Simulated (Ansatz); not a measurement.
Base system: MgS in the rock salt structure (space group Fm-3m, No. 225; a = 5.230 Å).

Levels (all Ansatz, a program for electronic structure, PAW): PBE (420 eV, scalar-relativistic without spin-orbit coupling); PBEsol (420 eV, no spin-orbit coupling).

Levels that relaxed their own cell: PBE and PBEsol.

```
level   lattice parameter a
------  -------------------
PBE                 5.230 Å
PBEsol              5.182 Å
```

Measured: lattice parameter a 5.188 Å (static lattice; corrected from measurement; as listed in Tamar Goldzak et al., The Journal of Chemical Physics (2022)).

Computed minus measured — lattice parameter a: PBE +0.8 %, PBEsol -0.1 % (closest: PBEsol).

Stability against distortions was not tested. The base started in P3_121 and relaxed to Fm-3m at this level.
